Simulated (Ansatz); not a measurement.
Base system: GaN in the zinc blende structure (space group F-43m, No. 216; a = 4.498 Å).

It is then changed as follows: full substitution Ga → Al; the structure is relaxed again.

Levels (all Ansatz, a program for electronic structure, PAW): PBEsol (420 eV, no spin-orbit coupling); r2SCAN (500 eV, no spin-orbit coupling); HSE06 (420 eV, spin-orbit coupling left out).

One geometry, relaxed with PBEsol, under each level:

```csv
level,band gap,lowest conduction level above the VBM at special points,electron mass,pressure
PBEsol,3.19 eV,X 3.19 eV; Γ 4.06 eV; K 5.04 eV; U 5.04 eV,"0.52 mₑ along k, 0.32 mₑ across (at X)",0.00 GPa
r2SCAN,3.94 eV,X 3.94 eV; Γ 4.79 eV; K 5.82 eV; U 5.82 eV,"0.51 mₑ along k, 0.33 mₑ across (at X)",-1.12 GPa
HSE06,[?],[?],–,–
```

Question: Give the withheld HSE06 results.

Answer: 
- HSE06, band gap: 4.55 eV
- HSE06, lowest conduction level above the VBM at special points: X 4.55 eV; Γ 5.49 eV; K 6.48 eV

Single points use the geometry relaxed with PBEsol. Their cutoffs differ, which shifts pressures a little. The hybrid gap comes from the SCF mesh plus the semilocal run's edge points and a few special points and is an upper bound. Masses are band curvatures over ±0.01 Å⁻¹ around the edge. Along k means along the line from Γ to the band edge. Whether these cells are dynamically stable was not tested. This is not the structure that AlN has at room temperature and ambient pressure. This is not the structure that GaN has at room temperature and ambient pressure.
